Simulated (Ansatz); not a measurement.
The starting structures come from a database of crystals and need not be the phases stable at ambient conditions.

Here is the system:

```
RuP2
1.0
    5.11012     0.00000     0.00000
    0.00000     5.90023     0.00000
    0.00000     0.00000     2.89752
P Ru
4 2
Cartesian
  3.38453   0.74455   1.44876
  1.72559   5.15568   1.44876
  0.82947   2.20556   0.00000
  4.28065   3.69467   0.00000
  2.55506   2.95011   1.44876
  0.00000   0.00000   0.00000
```

Space group of this cell: Pnnm. The cell is taken as given; by PBEsol its mean pressure is -3.6 GPa.

Transport runs along the normal of the first two printed cell vectors.

No gap correction and no spin-orbit coupling; mid-gap values are interpolated between computed energies.

Task: Estimate the band gap and the smallest decay constant κ at mid-gap that Ansatz (an electronic-structure program) with PBEsol returns for this system.

Result: Gap 0.48 eV on a 6×6×10 mesh; κ = 0.128 1/Å, at (0.500, 0.500) of the in-plane reciprocal vectors. At the zone centre, at the nearest computed energy, the slowest state has κ = 0.23 1/Å.
